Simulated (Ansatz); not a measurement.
Cells marked so need not be the phases stable at ambient conditions, and some may be hypothetical.

 Where the default PAW files enter, the runs use the earlier of Ansatz's two default sets.

No gap correction and no spin-orbit coupling; mid-gap values are interpolated between computed energies.

A. BiClO (P4/nmm, not sure to be the ambient phase, 6 atoms a cell, 18.7 Å³ an atom), along the normal of (100)
B. VCu$_{3}$Se$_{4}$ (P-43m, not sure to be the ambient phase, 8 atoms a cell, 21.7 Å³ an atom), along the normal of (110)
C. Ca₃AsBr₃ (Pm-3m, not sure to be the ambient phase, 7 atoms a cell, 29.8 Å³ an atom), along the normal of (110)

Rank these by mid-gap decay constant of the slowest evanescent state (highest first), as r2SCAN run with Ansatz (a first-principles code) gives it.

A (0.30 1/Å), B (0.21 1/Å), C (0.18 1/Å)
